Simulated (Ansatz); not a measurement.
# ZnCu under a change: pressure 22.5 GPa

Take ZnCu in the CsCl type structure (space group Pm-3m, No. 221; a = 2.964 Å) as the base.

It is then changed as follows: cell and atoms relaxed at a pressure of 22.5 GPa.

All numbers come from PBE (Ansatz, a program for electronic structure; PAW; 420 eV plane waves; no spin-orbit coupling). Settings: 16×16×16 k-points, 0.05 eV Fermi–Dirac smearing.

| quantity | base | changed | shift |
|---|---|---|---|
| volume per atom | 13.02 Å³ | 11.33 Å³ | -1.69 Å³ |
| density | 8.22 g/cm³ | 9.45 g/cm³ | +1.224 g/cm³ |
| lattice parameter a | 2.964 Å | 2.830 Å | -0.134 Å |
| shortest interatomic distance | 2.567 Å | 2.451 Å | -0.116 Å |
| enthalpy H = E + PV relative to the base's energy | – | +1.69 eV/atom | – |
| band gap | zero | zero | – |

Load acts through the strain it causes; cell and atoms are relaxed under it. No phonon test of stability was made. No other phases were tried under pressure. The final runs are not spin-polarised.
